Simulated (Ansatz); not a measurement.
## PtAu (model structure, Pm-3m, No. 221, 2 atoms in the cell)

These are PBEsol in Ansatz (plane waves, PAW) values and carry that method's errors.

Run with plane-wave cutoff 520 eV, 18×18×18 k mesh, Fermi–Dirac smearing 0.05 eV, scalar-relativistic PAW data made under PBE.

Cell (relaxed at this level):

```cif
data_AuPt
_chemical_formula_sum 'Au1 Pt1'
_space_group_name_H-M_alt 'Pm-3m'
_space_group_IT_number 221
_space_group_name_Hall '-P 4 2 3'
_cell_length_a 3.17618
_cell_length_b 3.17618
_cell_length_c 3.17618
_cell_angle_alpha 90.000
_cell_angle_beta 90.000
_cell_angle_gamma 90.000
loop_
_atom_site_label
_atom_site_type_symbol
_atom_site_symmetry_multiplicity
_atom_site_Wyckoff_symbol
_atom_site_fract_x
_atom_site_fract_y
_atom_site_fract_z
_atom_site_occupancy
Au1 Au 1 a 0.00000 0.00000 0.00000 1
Pt1 Pt 1 b 0.50000 0.50000 0.50000 1
```

* **band gap**: zero (no gap)
* **bulk modulus**: 221 GPa

Note: the bulk modulus is −V dP/dV from two relaxed cells at ±2 % in volume; the relaxation could raise the start's symmetry but not lower it, so the cell can be a saddle point.

Spin–orbit coupling is not included; it can shift volumes and moduli of such heavy elements.

Static lattice: no zero-point or thermal effects.

The result took around 23 core-seconds (rough).

A model structure was made by putting elements into a prototype or built by hand; it is no filed structure, need not be a known phase, and can be a saddle point held by its symmetry.

Ansatz is an electronic-structure program.
